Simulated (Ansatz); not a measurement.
The starting structures come from a database of crystals and need not be the phases stable at ambient conditions.

Tunnelling through a barrier is set by its complex band structure: the current falls as exp(−2κd) with the smallest κ.

Here is the system:

```
SnZnO3
1.0
    5.37903     0.00000     0.00000
   -2.68952     4.65838     0.00000
    2.68951     1.55279     4.76490
Zn Sn O
2 2 6
Direct
  0.26908   0.63454   0.09638
  0.73092   0.36546   0.90362
  0.70009   0.85004   0.44987
  0.29991   0.14996   0.55013
  0.50426   0.55425   0.25559
  0.49574   0.44575   0.74441
  0.19016   0.95001   0.25559
  0.80984   0.04999   0.74441
  0.79440   0.24015   0.25559
  0.20560   0.75985   0.74441
```

Space group of this cell: R-3. The cell is taken as given; by PBEsol its mean pressure is -6.9 GPa.

Transport runs along the normal of the first two printed cell vectors, the (001) plane of the conventional cell.

No gap correction and no spin-orbit coupling; mid-gap values are interpolated between computed energies.

Estimate the band gap and the smallest decay constant κ at mid-gap that PBEsol (Ansatz, a first-principles code) returns for this system.

Gap 1.20 eV on a 8×8×8 mesh; κ = 0.129 1/Å, at the zone centre.
